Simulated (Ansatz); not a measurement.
The reference is Ag in the fcc (Cu type) structure (space group Fm-3m, No. 225; a = 4.054 Å; relaxed with 0.1 eV smearing). Axes: x, y, z lie along the cube axes.

All numbers come from PBEsol in Ansatz (plane waves to 420 eV, PAW, no SOC).

For the base:

| Quantity | Result |
|---|---|
| Pressure | 0.0 GPa |

Now apply this change: the cell is compressed by 3.00 % along z with no lateral relaxation, atoms relaxed at fixed cell.

Question: Predict the new energy relative to the base.

Answer: The energy increases by 7.2 meV/atom.

Question: What does the calculation give for the pressure after the change?

Answer: The pressure (mean of the normal stresses, compression positive) goes from zero to 4.0 GPa.

The cells carry an imposed strain or load. Whether these cells are dynamically stable was not tested.

Ansatz is a quantum-chemistry and plane-wave program.
